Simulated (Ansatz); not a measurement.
Base system: ZnO (space group Pm-3n, No. 223; a = 5.6566 Å; a hypothetical phase, not in the database extracts checked). Axes: x, y, z lie along the cube axes.

Calculations: PBE (Ansatz, a program for electronic structure; PAW; 420 eV plane waves; no spin-orbit coupling).

A first run, uniaxial strain ε_xx = +2.35 %, gives secant values C11 ≈ 160 GPa and C12 ≈ 68 GPa from its stress. A second run applies biaxial strain +2.82 %, plane normal [001], relaxed out of plane.

**Question.** What does linear elasticity predict for −ε⊥/ε∥ in the second run, and what does the run give?

**Answer.** Linear elasticity: 2 C12/C11 = 0.85. The run gives 0.84; any difference comes from nonlinear terms at these strains and numerical noise.

No phonon test of stability was made.
